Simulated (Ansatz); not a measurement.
Results of r²SCANh (plane waves, PAW; Ansatz, a quantum-chemistry and plane-wave program) for fluorite PtAl₂.

Run with plane-wave cutoff 520 eV, 8×8×8 k mesh, Fermi–Dirac smearing 0.05 eV, scalar-relativistic PAW data made under PBE.

Energies at three volumes about the minimum:

| V (Å³/atom) | E − E_lowest (meV/atom) |
|---|---|
| 16.632 | 4.84 |
| 17.170 | 0.00 |
| 17.485 | 4.19 |

Q: Fit a parabola by hand: where is the minimum, what lattice constant follows, and what is the bulk modulus?

A: Slopes: (0.00 − 4.84)/(17.170 − 16.632) = -8.996 and (4.19 − 0.00)/(17.485 − 17.170) = 13.302 meV/Å³. Curvature E″ = 2 × (13.302 − (-8.996))/(17.485 − 16.632) = 52.281 meV/Å⁶. From the middle of the first interval, the slope vanishes at V0 = 16.9010 − (-8.996)/52.281 = 17.073 Å³/atom. B = V0 E″ = 17.073 × 52.281 meV/Å³ × 0.1602 GPa per meV/Å³ = 143 GPa. With 12 atoms in the cube, a = (12 × 17.073)^(1/3) = 5.895 Å. The full Birch–Murnaghan fit to all volumes gives V0 = 17.064 Å³/atom and B0 = 144 GPa.

Measured, for comparison: lattice constant a 5.91 Å (temperature not stated, copied from a table, unchecked, no zero-point or thermal correction; as tabulated in Crystal Structures 1, 239 (1963)).
